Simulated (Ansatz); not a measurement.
Functionals compared on a constructed model of the (111)A surface of zinc-blende GaAs, Ga-terminated, 2x2 As adatom at T1 (bottom of the slab: 3 H on 4 bottom sites), in Ansatz (plane waves, PAW). The structure was relaxed with PBE; the other rows are single points on it. Cutoff 420 eV (500 eV for r2SCAN).

Set-up: 36 atoms, 14.9 Å thick at the start with caps and adatoms; mesh 3x3x1; 0.025 eV smearing; dipole correction on; 8 atoms held, the rest relaxed; start symmetry kept, larger cells not searched; no spin (in PBE a spin-polarised start ends 0.84 eV a cell lower), no spin-orbit, no U. The slab shows no gap on its mesh. In PBE it lies 0.55 eV a 1x1 cell over the lowest computed structure of the same composition (2x2 As adatom at H3). These notes are the PBE run's.

```csv
functional,work function of the top face (eV),rough cost of the single point
PBE,5.12,–
r2SCAN,5.33,around 9 core-minutes (rough)
```

Ansatz is a program for electronic structure.
